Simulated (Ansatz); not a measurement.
## Migration barriers: S vacancy in zinc-blende ZnS, neutral cell

Defect migration in zinc-blende ZnS: S vacancy, neutral cell. The numbers are results of PBE, PAW (plane waves to 420 eV; Ansatz, a first-principles code), not measurements.

64-site cell at the relaxed PBE lattice, the Γ point alone, smearing 0.01 eV, spin-restricted, no finite-size correction. No zero-point or tunnelling terms. The charge state is imposed; whether it is stable for some Fermi level was not computed. Forms of the defect that were not tried may lie lower.

Barriers: single points on a 2×2×2 k-point mesh shifted by half a step at the bands' geometries (they differ from the bands' own by up to 0.69 eV, and are uncertain by about as much).

| Route | Start site over the lowest site run (eV) | Hop (Å) | Forward barrier (eV) | Backward barrier (eV) | Neighbours at the start | Neighbours at the saddle | Saddle order | Forward, on the band's own sampling (eV) |
|---|---|---|---|---|---|---|---|---|
| one S atom jumps into the vacancy from a nearby S site | 0.00 | 3.71 | 2.75 | 2.75 | 2 Zn at 2.35, Zn at 2.38, Zn at 2.40 Å | Zn at 2.23, 2 Zn at 2.68, 2 Zn at 2.69 Å | not checked, on a symmetry element | 2.07 |

Paths come from nudged elastic bands with a climbing image.  A band can be held on a symmetry element, so unchecked saddle points there may be too high.

The whole set of runs took around 0.4 core-hours (rough).
